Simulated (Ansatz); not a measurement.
The structure below was relaxed with plane-wave PAW DFT at the r2SCAN level (Ansatz, an electronic-structure program, 500 eV), no SOC.

Space group P6₃/mmc (No. 194); a = 2.642 Å, b = 2.642 Å, c = 4.528 Å, α = 90.00°, β = 90.00°, γ = 120.00°

```
atom  site  symmetry       x       y       z
----  ----  --------  ------  ------  ------
Si      2d      -6m2  0.6667  0.3333  0.2500
```

Task: Write out a cell with all atoms.

Result: 
```cif
data_Si2
_chemical_formula_sum 'Si2'
_space_group_name_H-M_alt 'P 1'
_space_group_IT_number 1
_cell_length_a 2.64235
_cell_length_b 2.64235
_cell_length_c 4.52845
_cell_angle_alpha 90.000
_cell_angle_beta 90.000
_cell_angle_gamma 120.000
loop_
_space_group_symop_operation_xyz
  'x, y, z'
loop_
_atom_site_label
_atom_site_type_symbol
_atom_site_fract_x
_atom_site_fract_y
_atom_site_fract_z
_atom_site_occupancy
Si1 Si 0.33333 0.66667 0.75000 1
Si2 Si 0.66667 0.33333 0.25000 1
```
This is the conventional cell.

No phonon test of stability was made. The cell was made from Re by this change: Re → Si; the result is a model cell, its experimental status unchecked. This is not the structure that Si has at room temperature and ambient pressure.
